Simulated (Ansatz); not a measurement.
Worked example: relaxation of cell and atoms of Lu2SeO2 (P-3m1, 5 atoms in the cell) in Ansatz (a program for electronic structure).

Method of the run: PBEsol, default PAW files made with PBE (plane waves; Ansatz).

The change in words: atoms on their sites; basis.ecutwfc: 30.9 Ry → 15.4 Ry; relax: default → cell and atoms. Reference geometry:
```xyz
5
Lattice="3.7272 0.0000 0.0000 -1.8636 3.2279 0.0000 0.0000 0.0000 6.6668" Properties=species:S:1:pos:R:3 pbc="T T T"
Lu     0.0000     2.1519     2.0047
Lu     1.8636     1.0760     4.7121
Se     0.0000     0.0000     0.0000
O      0.0000     2.1519     4.1674
O      1.8636     1.0760     2.4994
```

Reference input (self-consistent single point, DFT, PBEsol, plane waves, default PAW files made with PBE): basis.ecutwfc = 30.9 Ry; kpoints.mp_grid.grid = 7 7 3; hamiltonian.xc = pbesol; hamiltonian.pseudopotentials = {kind: paw} (the program's default PAW files); scf.occupations.method = fermi_dirac; scf.occupations.width = 0.0015 Ry. This run's input differs from it in these lines:

Ansatz 0.2 input:
```diff
@@ -6,3 +6,3 @@
   atoms:
-    - { symbol: Lu, position: [0.333333, 0.666667, 0.300700] }
+    - { symbol: Lu, position: [0.333333, 0.666667, 0.293200] }
     - { symbol: Lu, position: [0.666667, 0.333333, 0.706800] }
@@ -12,3 +12,3 @@
 basis:
-  ecutwfc: 30.9 Ry
+  ecutwfc: 15.4 Ry
 kpoints:
@@ -20,2 +20,4 @@
   occupations: { method: fermi_dirac, width: 0.0015 Ry }
+relax:
+  cell: {}
 output:
```

The program printed (abridged):

```
   [... SCF lines of the steps left out ...]
relax step   1: F+E_penalty+E_count = -35756.12437351 eV  Δ(F+E_penalty+E_count) = +0.000e0 eV  max|allowed force component| = 9.523e-1 eV/Å  Δτ_max = 0.0000 Å  P = +2.340 GPa  Ω = 80.208 Å³  (10 SCF iters, dr2 threshold 1.00e-7 eV, accepted)
relax step   2: F+E_penalty+E_count = -35757.55761416 eV  Δ(F+E_penalty+E_count) = -1.433e0 eV  max|allowed force component| = 1.605e0 eV/Å  Δτ_max = 0.0947 Å  P = +13.736 GPa  Ω = 78.826 Å³  energy of the carried Pulay correction = +1.854e0 eV  (8 [...]
   [... lines left out ...]
relax step 120: F+E_penalty+E_count = -35756.29810251 eV  Δ(F+E_penalty+E_count) = -7.789e-2 eV  max|allowed force component| = 9.307e-4 eV/Å  Δτ_max = 0.0007 Å  P = -0.005 GPa  Ω = 80.327 Å³  energy of the carried Pulay correction = +7.764e-2 eV  [...]
relax step 121: F+E_penalty+E_count = -35756.11184207 eV  Δ(F+E_penalty+E_count) = +1.863e-1 eV  max|allowed force component| = 1.248e-2 eV/Å  Δτ_max = 0.0000 Å  P = +0.292 GPa  Ω = 80.327 Å³  stress off target by 5.88e-1 GPa  SCF on the basis [...]
basis re-selected at this cell: Δ(F+E_penalty+E_count) = +1.863e-1 eV, ΔP = +0.297 GPa vs the last step
   [... lines left out ...]
Free energy (F): -35756.111842 eV
Fermi energy:    14.323907 eV
Error: variable-cell relaxation did not converge after 121 `relax_step` rows, as none of its last 54 fresh-basis SCF(s) at a relaxed cell met both thresholds with a finite energy. The last misses `relax.f_tol` and `relax.cell.stress_tol`: largest allowed force component 1.25e-2 eV/Å (`relax.f_tol` 1.00e-2 eV/Å), stress off the target on the free part of the cell 5.88e-1 GPa (`relax.cell.stress_tol` 5.00e-2 GPa), F+E_penalty+E_count -35756.11184207 eV. The closest is row 103, whose structure comes with this error. Larger ratio of force or stress to its threshold at each such SCF whose figures are numbers: 26.181, 20.483, 21.372, 14.017, 7.263, 2.764, 14.797, 8.528, 9.549, 8.984, [...]
   [... lines left out ...]
to start a new deck from the relaxed geometry:
  cell:  # Å, volume = 80.3902 Å³
    - [3.7551153138749687, 0.0, 0.0]
    - [-1.8775576569374843, 3.2520252559556986, 4.835783954426626e-31]
    - [0.0, 9.987721616752285e-31, 6.583028879172095]
  atoms:
    - { symbol: Lu, position: [0.3333333333333333, 0.6666666666666666, 0.2893220612498095] }
    - { symbol: Lu, position: [0.6666666666666667, 0.3333333333333333, 0.7106779387501908] }
    - { symbol: Se, position: [-1.4937400856460865e-35, 1.8198000599869697e-34, -1.8173627238581127e-19] }
    - { symbol: O, position: [0.3333333333333333, 0.6666666666666666, 0.6317144894224258] }
    - { symbol: O, position: [0.6666666666666667, 0.3333333333333333, 0.3682855105775741] }
```

The relaxation ended unconverged. 

The starting cell comes from a database of computed structures (which also holds hypothetical and non-ambient phases and stackings), without a prior relaxation at this level. Its lattice was rescaled by up to half a per cent. The cutoff lies below the one recommended for these files.

Cost on one core of a shared machine: roughly 4 min.
